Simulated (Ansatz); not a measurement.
**Hf3Ge2 (space group P4/mbm, No. 127; a cell from a computed database, its experimental status unchecked)**

```
CELL_PARAMETERS angstrom
      7.11755     0.00000     0.00000
      0.00000     7.11755     0.00000
      0.00000     0.00000     3.70036
ATOMIC_POSITIONS crystal
  Hf 0.00000 0.00000 0.00000
  Hf 0.50000 0.50000 0.00000
  Hf 0.16978 0.66978 0.50000
  Hf 0.83022 0.33022 0.50000
  Hf 0.33022 0.16978 0.50000
  Hf 0.66978 0.83022 0.50000
  Ge 0.63080 0.13080 0.00000
  Ge 0.36920 0.86920 0.00000
  Ge 0.86920 0.63080 0.00000
  Ge 0.13080 0.36920 0.00000
```

All numbers come from r2SCAN (Ansatz, a program for electronic structure, PAW, no SOC), earlier PAW set. Settings: 7×7×13 k-points, 0.05 eV Fermi–Dirac smearing.

| Property | Result |
|---|---|
| Volume per atom | 18.75 Å³ |
| Density | 12.06 g/cm³ |
| Band gap | zero |
| Total energy | -11162.198 eV/atom (σ→0; compares only within this code and set-up) |

No phonon test of stability was made. All final runs are without spin polarisation.
